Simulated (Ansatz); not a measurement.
BN (I-4m2), r2SCAN, rigid bands in Ansatz (a first-principles code): Condition of this run: biaxial stress in (001) of 9 GPa (compression positive) (the target of the relaxation). band gap 4.89 eV, N_c = 1.42e19 cm⁻³ and N_v = 4.42e19 cm⁻³ at 300 K, conductivity masses along x (a = (0.00, 1.79, 1.81) Å; b = (1.79, 0.00, 1.81) Å; c = (1.79, 1.79, 0.00) Å) of 0.439 mₑ (electrons) and 0.602 mₑ (holes). Take k_BT = 0.02585 eV.

**Question.** A film of it is 8 nm thick, with its normal along the direction named. Estimate the confinement energies in an infinite well.

**Answer.** ħ²π²/(2m t²) = 0.376 eV·nm²/(m/mₑ × t²) gives 13.4 meV for electrons and 9.76 meV for holes, so the gap would widen to about 4.91 eV. Finite barriers and nonparabolic bands lower this, and with several valleys or bands the heaviest mass along the normal sets the lowest level, not this average.

**Question.** Find the intrinsic carrier density and the intrinsic Fermi level.

**Answer.** n_i = √(N_c N_v) exp(−E_g/2k_BT) = 2.51e19 × exp(−94.58) = 2.1e-22 cm⁻³. The level lies (k_BT/2) ln(N_v/N_c) = 15 meV from mid-gap (positive towards the conduction band). Each 0.1 eV added to the gap lowers n_i by a factor of 6.9.

**Question.** What thermal injection velocity √(2k_BT/πm) limits a ballistic channel along the direction named?

**Answer.** 8.12e6 cm/s for electrons and 6.93e6 cm/s for holes, a ratio of √(m_h/m_e) = 1.17, for dilute carriers.

Rigid, parabolic bands with the computed gap; masses take one relaxation time for all states. Spin-orbit coupling is left out. Geometry: cell and atoms relaxed with PBEsol.
